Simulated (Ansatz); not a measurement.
Start from Be in the hcp (Mg type) structure (space group P6_3/mmc, No. 194; relaxed with 0.1 eV smearing).

```
CELL_PARAMETERS angstrom
      2.26274     0.00000     0.00000
     -1.13137     1.95959     0.00000
      0.00000     0.00000     3.56641
ATOMIC_POSITIONS crystal
  Be 0.66667 0.33333 0.75000
  Be 0.33333 0.66667 0.25000
```

Cartesian axes are those of the cell as printed.

Method: PBE (Ansatz, a program for electronic structure; PAW; 420 eV plane waves; spin-orbit coupling left out).

For the base:

| Quantity | Result |
|---|---|
| Shortest interatomic distance | 2.211 Å |
| Band gap | zero |

Perturbation: the cell is stretched by 2.50 % along z with no lateral relaxation, atoms relaxed at fixed cell.

Task: How does this affect the energy relative to the base?

Result: The energy grows by 5.6 meV/atom.

Task: How does this affect the shortest interatomic distance?

Result: The shortest interatomic distance goes up by 0.036 Å to 2.247 Å.

Task: Estimate the effect on the stress.

Result: The stress (xx, yy, zz, yz, xz, xy; compression positive) amounts to (-0.2, -0.2, -9.0, 0.0, 0.0, 0.0) GPa.

Task: What happens to the band gap?

Result: The band gap remains zero.

The cells carry an imposed strain or load. Whether these cells are dynamically stable was not tested.
